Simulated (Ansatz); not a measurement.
C under load (space group Fd-3m), r2SCAN, rigid bands run with Ansatz (a first-principles code). Condition of this run: hydrostatic pressure of 44 GPa (compression positive) (the target of the relaxation). Band gap 4.58 eV, N_c = 5.26e19 cm⁻³ and N_v = 3.71e19 cm⁻³ at 300 K, conductivity masses of 0.386 mₑ (electrons) and 0.460 mₑ (holes). Take k_BT = 0.02585 eV.

Problem. What thermal injection velocity √(2k_BT/πm) limits a ballistic channel?

Solution. 8.66e6 cm/s for electrons and 7.93e6 cm/s for holes, a ratio of √(m_h/m_e) = 1.09, for dilute carriers.

Problem. A film of it is 5 nm thick. Estimate the confinement energies in an infinite well.

Solution. ħ²π²/(2m t²) = 0.376 eV·nm²/(m/mₑ × t²) gives 39.0 meV for electrons and 32.7 meV for holes, so the gap would widen to about 4.65 eV. Finite barriers and nonparabolic bands lower this, and with several valleys or bands the heaviest mass along the normal sets the lowest level, not this average.

Problem. Find the intrinsic carrier density and the intrinsic Fermi level.

Solution. n_i = √(N_c N_v) exp(−E_g/2k_BT) = 4.42e19 × exp(−88.58) = 1.5e-19 cm⁻³. The level lies (k_BT/2) ln(N_v/N_c) = -5 meV from mid-gap (positive towards the conduction band). Each 0.1 eV added to the gap lowers n_i by a factor of 6.9.

Rigid bands with the computed gap; masses take one relaxation time for all states. Spin-orbit coupling is left out. Geometry: cell and atoms relaxed with PBEsol.
